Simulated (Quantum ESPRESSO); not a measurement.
**Refining one setting for MnO (Fm-3m, 2 atoms in the cell)**

```yaml
crystal:
  lattice:
    - [0.00000, 2.22300, 2.22300]
    - [2.22300, 0.00000, 2.22300]
    - [2.22300, 2.22300, 0.00000]
  atoms:
    - { symbol: Mn, position: [0.00000, 0.00000, 0.00000], spin: 4.0 }
    - { symbol: O, position: [0.50000, 0.50000, 0.50000] }
```
(The spins are starting values, not results.)

Method of the run: PBE+U, SSSP 1.1.2 efficiency (PBE) pseudopotentials (plane waves; Quantum ESPRESSO).

The starting cell comes from a database of published, mostly measured structures (it also holds non-ambient and calculated ones), without a prior relaxation at this level. With one magnetic atom in the cell only a parallel order is possible. With U or open f shells several self-consistent states can exist. In the base run, with a pressure of about 9 GPa the cell is away from its equilibrium volume at this level.

Held fixed: ecutwfc = 55 Ry; occupations = smearing; smearing = gaussian; degauss = 0.019992 Ry; nspin = 2; potentials = {Mn: mn_pbe_v1.5.uspp.F.UPF, O: O.pbe-n-kjpaw_psl.0.1.UPF}; K_POINTS = automatic 13 13 13 0 0 0; HUBBARD = ortho-atomic; U Mn-3d 3.9 eV; conv_thr = 1e-10 Ry; mixing_beta = 0.3.

ΔF is the free energy per atom less that of the last row (880 Ry).

| ecutrho | ΔF (meV/atom) | pressure (GPa) | size of the net moment (μB/atom) |
|---|---|---|---|
| 110 Ry | -37.1 | 10.45 | 2.50 |
| 165 Ry | 1.97 | 9.45 | 2.50 |
| 220 Ry | 0.66 | 9.53 | 2.50 |
| 275 Ry | -0.32 | 9.36 | 2.50 |
| 330 Ry | 0.15 | 9.57 | 2.50 |
| 440 Ry | -0.62 | 9.48 | 2.50 |
| 550 Ry | 0.26 | 9.28 | 2.50 |
| 660 Ry | -2.1 | 9.58 | 2.50 |
| 880 Ry | 0.00 | 9.35 | 2.50 |

Energy within 5 meV/atom of the last row: from ecutrho = 165 Ry on; the one before it is off by 37 meV/atom.

Size of the net moment within 0.05 μB/atom of the last row: from ecutrho = 110 Ry on, the coarsest one. The value it settles on is 2.5 μB/atom at this level of theory and with the other settings as held.
